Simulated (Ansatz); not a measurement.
InSb (model structure, started from the PtS type, P4₂/mmc, No. 131, 4 atoms in the cell): lattice parameter c by level of theory

No measured value is used here.

Problem. Put these levels in order of the lattice parameter c that they give for InSb (model structure, started from the PtS type, P4₂/mmc, No. 131, 4 atoms in the cell), smallest first: PBE (Ansatz, a program for electronic structure), PBE-D3(BJ) (Ansatz), PBEsol (Ansatz).

Solution. PBE (7.925 Å), PBEsol (7.990 Å), PBE-D3(BJ) (8.119 Å)

Ansatz's density-functional and Hartree–Fock values are scalar-relativistic unless marked +SOC, with PAW data made under PBE.

A model structure was made by putting elements into a prototype or built by hand; it is no filed structure, need not be a known phase, and can be a saddle point held by its symmetry.
